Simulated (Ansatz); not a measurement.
Base system: SnO$_{2}$ in the rutile structure (space group P4_2/mnm, No. 136).

```
SnO2
1.0
    4.82757     0.00000     0.00000
    0.00000     4.82757     0.00000
    0.00000     0.00000     3.23813
Sn O
2 4
Direct
  0.00000   0.00000   0.00000
  0.50000   0.50000   0.50000
  0.30658   0.30658   0.00000
  0.80658   0.19342   0.50000
  0.19342   0.80658   0.50000
  0.69342   0.69342   0.00000
```

Cartesian axes are those of the cell as printed.

All numbers come from plane-wave PAW DFT at the PBE level (Ansatz, a quantum-chemistry and plane-wave program, 420 eV), spin-orbit coupling left out.

The change: the cell is stretched by 0.60 % along z with no lateral relaxation; the atoms relax in the strained cell.

Task: Predict the stress tensor and what it implies for the stiffness.

Result: Stress of the strained cell less that of the base (GPa, compression positive):
```
  -0.75    0.00    0.00
   0.00   -0.75    0.00
   0.00    0.00   -2.21
```

Then −Δσ_ii/ε with ε = 0.0060 gives relaxed-ion elastic constants: C33 ≈ 369 GPa, C13 ≈ 126 GPa and C23 ≈ 126 GPa.

Whether these cells are dynamically stable was not tested.
